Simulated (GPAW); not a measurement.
A working GPAW input for Sn3Bi (Pm-3m, 4 atoms in the cell) (DFT PBEsol, plane waves, GPAW PAW datasets PBEsol (made by gpaw-setup)):

```python
from ase import Atoms
from ase.dft.kpoints import monkhorst_pack
from ase.units import GPa
from gpaw import GPAW, PW

atoms = Atoms(['Sn', 'Sn', 'Sn', 'Bi'],
              cell=[[4.892740, 0.000000, 0.000000],
                    [0.000000, 4.892740, 0.000000],
                    [0.000000, 0.000000, 4.892740]],
              scaled_positions=[[0.000000, 0.500000, 0.500000],
                                [0.500000, 0.000000, 0.500000],
                                [0.500000, 0.500000, 0.000000],
                                [0.000000, 0.000000, 0.000000]],
              pbc=True)

calc = GPAW(mode=PW(550),
            xc='PBEsol',
            kpts=monkhorst_pack((5, 5, 5)) + [0.5 / 5, 0.5 / 5, 0.5 / 5],
            occupations={'name': 'methfessel-paxton', 'width': 0.2, 'order': 0},
            nbands=-10,
            convergence={'density': 1e-05},
            symmetry={'symmorphic': False, 'tolerance': 0.0005},
            maxiter=120)

atoms.calc = calc

energy = atoms.get_potential_energy()
print('Energy (eV):', round(energy, 6))
forces = atoms.get_forces()
print('Forces (eV/Ang):')
print(forces.round(5))
stress = atoms.get_stress()
print('Stress (GPa, Voigt):', (stress / GPa).round(4))
```

The run converged in 23 iterations: free energy E − TS (from the program's reference atoms) -18.3639 eV; Fermi level (on the code's own zero) 6.81 eV; pressure -2.86 GPa. Each of these slips is then made, one at a time:

(1)
```diff
-calc = GPAW(mode=PW(550),
+calc = GPAW(mode=PW(200),
```

(2)
```diff
-            nbands=-10,
+            nbands=29,
```

Predict the outcome of each change.


(1) A basis or grid far too coarse for these potentials. The run converged in 18 iterations without an error; against the sound input the free energy goes up by 1.13 eV/atom and the pressure goes from -2.86 to -11.45 GPa.

(2) Too few bands. The run converged in 38 iterations without an error; against the sound input the free energy rises by 29.2 meV/atom and the pressure hardly changes (-2.86 to -2.89 GPa).

The starting cell comes from a database of computed structures (which also holds hypothetical and non-ambient phases and stackings), without a prior relaxation at this level.

Left out of this page: 5 runs of the series outside the window shown, repeating another row's setting, or not comparable.
